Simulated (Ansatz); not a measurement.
Input:

```
GaInZnO4
1.0
    1.65743     0.95692     8.58346
   -1.65743     0.95692     8.58346
    0.00000    -1.91384     8.58346
Zn In Ga O
1 1 1 4
Direct
  0.21868   0.21868   0.21868
  0.00294   0.00294   0.00294
  0.78714   0.78714   0.78714
  0.29509   0.29509   0.29509
  0.71124   0.71124   0.71124
  0.12118   0.12118   0.12118
  0.86373   0.86373   0.86373
```

These are r2SCAN, rigid bands (plane waves, PAW, scalar-relativistic; Ansatz, a first-principles code) values and carry that method's errors. Condition of this run: functional r2SCAN on the same cell. How the cell was made: cell and atoms relaxed with PBEsol.

**Question.** Predict the electron conductivity mass (n e² τ/σ) at 300 K, by direction if it differs.

**Answer.** 0.24 (x), 0.24 (y), 0.23 (z) mₑ.

**Question.** And the band gap?

**Answer.** 1.74 eV at this level; semilocal functionals usually fall short of the measured gap.

Rigid bands, one relaxation time for all states, no polarons. Spin-orbit coupling is left out; where it splits the top of the valence band it changes the hole mass and lowers the gap by about a third of the splitting. Geometry: cell and atoms relaxed with PBEsol.
